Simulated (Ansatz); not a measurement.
**Effect of uniaxial strain ε_zz = +2.00 % on MgTe**

Consider MgTe in the zinc blende structure (space group F-43m, No. 216; a = 6.3681 Å). Axes: x, y, z lie along the cube axes.

One thing is altered: the cell is stretched by 2.00 % along z with no lateral relaxation, atoms relaxed at fixed cell.

Calculations: LDA (Ansatz, an electronic-structure program), without spin-orbit coupling. k-mesh 9×9×9 (Γ-centred); smearing 0.05 eV (Fermi–Dirac).

```tsv
quantity	base	changed	shift
volume per atom	32.28 Å³	32.93 Å³	+0.65 Å³
shortest interatomic distance	2.757 Å	2.776 Å	+0.019 Å
energy relative to the base (free energy F)	0 meV/atom	+1.9 meV/atom	+1.9 meV/atom
pressure (mean of the normal stresses, compression positive)	0.01 GPa	-0.74 GPa	-0.743 GPa
band gap	2.38 eV	2.27 eV	-0.11 eV
gap character	direct at Γ	direct at Γ	–
electron mass	0.16 mₑ (at Γ)	0.16 mₑ (at Γ)	–
valence-band top at Γ (three highest levels, from the VBM)	0.00, 0.00, 0.00 eV	0.00, 0.00, -0.06 eV	–
valley order (the lowest conduction-band minima on the path, energy above the VBM, named in the base's zone)	Γ 2.38 eV; X along ⟨100⟩ 2.66 eV; L along ⟨111⟩ 3.17 eV	Γ 2.27 eV; X along [010] 2.65 eV; X along [001] 2.70 eV; L along [111] 3.10 eV	–
stress (xx, yy, zz, yz, xz, xy; compression positive)	–	(-0.63, -0.63, -0.95, 0.00, 0.00, 0.00) GPa	–
```

Final structure:

```
CELL_PARAMETERS angstrom
      0.00000     3.18405     3.24773
      3.18405     0.00000     3.24773
      3.18405     3.18405     0.00000
ATOMIC_POSITIONS crystal
  Mg 0.00000 0.00000 0.00000
  Te 0.25000 0.25000 0.25000
```

Cost of the whole job for the changed cell (relaxation, final SCF and bands): about 24 core-seconds (a rough figure).

With Te present, leaving out spin-orbit coupling can change the band edges. Masses are band curvatures over ±0.01 Å⁻¹ around the edge. Whether these cells are dynamically stable was not tested. Labels are those of the standard path for the cell's own space group.
